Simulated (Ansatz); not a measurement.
Take AlN in the wurtzite structure (space group P6_3mc, No. 186; a = 3.0888 Å, c = 4.9433 Å) as the base. Axes: x lies along a and z along c of the hexagonal cell.

All numbers come from Ansatz (a quantum-chemistry and plane-wave program) LDA, scalar-relativistic without spin-orbit coupling.

Before the change:

The shortest interatomic distance is 1.876 Å, the band gap is 4.42 eV and the pressure is -0.01 GPa.

Now apply this change: uniaxial strain ε_zz = −1.80 %, all other strain components held at zero, atoms relaxed at fixed cell.

**Question.** How does this affect the shortest interatomic distance, band gap and pressure?

**Answer.** The shortest interatomic distance shrinks by 0.009 Å, from 1.876 Å to 1.867 Å; the band gap grows by 0.05 eV (4.42 eV → 4.47 eV); the pressure (mean of the normal stresses, compression positive) goes up by 3.68 GPa, from -0.01 GPa to 3.67 GPa.

No phonon test of stability was made.
